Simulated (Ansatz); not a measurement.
## Defect calculation: Sb vacancy (V_Sb) in zinc-blende GaSb

Method: PBE, PAW (plane waves to 420 eV; Ansatz, an electronic-structure program). Details: 64-site cell; 2×2×2 shifted k-points; start: the Sb site; no spin–orbit coupling; the functional closes the host's gap; energies good to tenths of an eV.

Neighbours after relaxation, in Å: of the emptied site: Ga 2.04, Ga 2.04, Ga 3.05, Ga 3.06.

Formation energies E_f are those of the neutral cell. Chemical conditions: Ga-rich (Δμ(Sb) = -0.32 eV; only phases computed here count, gases as isolated molecules at 0 K); Sb-rich (Δμ(Sb) = 0.00 eV; only phases computed here count, gases as isolated molecules at 0 K). Reference phases: Sb: rhombohedral Sb.

```json
[
 {"charge": "0†", "moment (μB)": "quenched", "largest move off a lattice site (Å)": "0.68", "E_f, Ga-rich (eV)": "2.24", "E_f, Sb-rich (eV)": "2.57"}
]
```

† Not settled in this cell, so no level is given: charge 0: a level filled in part.

Starting moments that weren't kept: charge 0 began with 1 μB and ended with 0.0.

All states together cost very roughly 6 core-hours.
